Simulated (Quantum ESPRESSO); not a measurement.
Quantum ESPRESSO run on Ga4BiAs3 (Amm2, 8 atoms in the cell): self-consistent single point.

Method: PBEsol, PseudoDojo standard norm-conserving (PBESOL) pseudopotentials (plane waves; Quantum ESPRESSO).

```yaml
crystal:
  lattice:
    - [4.19108, 0.00000, 0.00000]
    - [0.00000, 4.20392, 5.92248]
    - [0.00000, -4.20392, 5.92248]
  atoms:
    - { symbol: Ga, position: [0.50000, 0.36093, 0.36093] }
    - { symbol: Ga, position: [0.00000, 0.36710, 0.89436] }
    - { symbol: Ga, position: [0.00000, 0.89436, 0.36710] }
    - { symbol: Ga, position: [0.50000, 0.87614, 0.87614] }
    - { symbol: Bi, position: [0.00000, 0.50129, 0.50129] }
    - { symbol: As, position: [0.00000, 0.00048, 0.00048] }
    - { symbol: As, position: [0.50000, 0.00006, 0.49964] }
    - { symbol: As, position: [0.50000, 0.49964, 0.00006] }
```

Reference input (self-consistent single point, DFT, PBEsol, plane waves, PseudoDojo standard norm-conserving (PBESOL) pseudopotentials): ecutwfc = 85 Ry; occupations = smearing; smearing = marzari-vanderbilt; degauss = 0.0147 Ry; potentials = {Ga: Ga.upf, Bi: Bi.upf, As: As.upf}; K_POINTS = automatic 5 3 3 0 0 0; conv_thr = 1e-10 Ry; mixing_beta = 0.7. This run's input differs from it in these lines:

```diff
@@ -19,3 +19,3 @@
 &ELECTRONS
-   conv_thr = 1.0d-10
+   conv_thr = 7.3e-05
    mixing_beta = 0.7
```

Log, with long lists cut:

```
     Self-consistent Calculation

     iteration #  1     ecut=    85.00 Ry     beta= 0.70

---- Real-time Memory Report at c_bands before calling an iterative solver
           407 MiB given to the printing process from OS
           364 MiB allocation reported by mallinfo(arena+hblkhd)
------------------

     Threshold (ethr) on eigenvalues was too large:
     Diagonalizing with lowered threshold

---- Real-time Memory Report at c_bands before calling an iterative solver
           474 MiB given to the printing process from OS
           382 MiB allocation reported by mallinfo(arena+hblkhd)
------------------

   [... lines left out ...]

---- Real-time Memory Report at c_bands before calling an iterative solver
           484 MiB given to the printing process from OS
           423 MiB allocation reported by mallinfo(arena+hblkhd)
------------------

     total energy              =   -1409.85619462 Ry
     estimated scf accuracy    <       0.00499117 Ry

     iteration #  5     ecut=    85.00 Ry     beta= 0.70

---- Real-time Memory Report at c_bands before calling an iterative solver
           486 MiB given to the printing process from OS
           428 MiB allocation reported by mallinfo(arena+hblkhd)
------------------
     End of self-consistent calculation

     the Fermi energy is     8.0631 ev

!    total energy              =   -1409.85701962 Ry
     estimated scf accuracy    <       0.00007262 Ry
     smearing contrib. (-TS)   =       0.00029920 Ry
     internal energy E=F+TS    =   -1409.85731882 Ry

     convergence has been achieved in   5 iterations

     Forces acting on atoms (cartesian axes, Ry/au):

     atom    1 type  1   force =     0.00000000    0.00000000    0.00855197
     atom    2 type  1   force =     0.00000000    0.01110067   -0.00279824
     atom    3 type  1   force =     0.00000000   -0.01110067   -0.00279824
     atom    4 type  1   force =     0.00000000    0.00000000   -0.00768783
     atom    5 type  2   force =     0.00000000    0.00000000    0.02138545
   [... lines left out ...]
     Total force =     0.047840     Total SCF correction =     0.032491
   [... lines left out ...]
     SCF correction compared to forces is large: reduce conv_thr to get better values

          total   stress  (Ry/bohr**3)                   (kbar)     P=      -26.97
  -0.00018396   0.00000000   0.00000000          -27.06        0.00        0.00
   0.00000000  -0.00018519   0.00000000            0.00      -27.24        0.00
   0.00000000  -0.00000000  -0.00018087            0.00       -0.00      -26.61

   JOB DONE.
```

The run converged in 5 iterations. Against the reference run the free energy hardly moves (within 1 meV/atom), the pressure goes from -2.58 to -2.70 GPa and the largest force goes from 0.059 to 0.595 eV/Å. The full log also holds: “SCF correction compared to forces is large: reduce conv_thr to get better values”.

The starting cell comes from a database of computed structures (which also holds hypothetical and non-ambient phases and stackings), without a prior relaxation at this level. The run gives no clean gap (levels at the Fermi energy touch, overlap or are partly filled at this smearing), which alone does not show that the compound is a metal.

Cost on one core of a shared machine: roughly 2 min.
